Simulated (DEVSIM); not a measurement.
Device: Cr/SiO2/p-InP capacitor, at 300 K.

```csv
layer (left to right),material,thickness (nm),Na (cm⁻³)
1,SiO2,46.0,-
2,InP,4300,2.1e16
```

Metal gate on the left, work function 4.5 eV. Fixed charge at the semiconductor interface -6e10 cm⁻² (in units of +e); no interface traps.

This is a model device: material constants are rounded textbook-type values typed into the input, and sizes, dopings and lifetimes were drawn at random. Values at 300 K.

| parameter | SiO2 | InP |
|---|---|---|
| gap (eV) | 9 | 1.344 |
| affinity (eV) | 0.9 | 4.38 |
| permittivity | 3.9 | 12.5 |
| Nc (cm⁻³) | - | 5.7e17 |
| Nv (cm⁻³) | - | 1.1e19 |

Model (solved in DEVSIM): 1D Poisson equation in equilibrium, Boltzmann statistics, complete ionisation; no quantum confinement or tunnelling. Metal contacts follow the ideal Schottky-Mott rule: no Fermi-level pinning, no interface dipoles.

The substrate doping was swept, all else fixed.

```
substrate doping (cm^-3)  flat-band voltage (V)  minimum of the low-frequency capacitance (μF/cm²)
------------------------  ---------------------  -------------------------------------------------
1e15                                      -0.85                                            0.00933
2.1e15                                    -0.87                                             0.0131
4.2e15                                    -0.89                                             0.0167
1e16                                      -0.91                                             0.0222
2.1e16                                    -0.93                                             0.0280
4.2e16                                    -0.95                                             0.0342
```

From the first row to the last the flat-band voltage goes from -0.85 to -0.95. From the first row to the last the minimum of the low-frequency capacitance goes from 0.00933 to 0.0342.
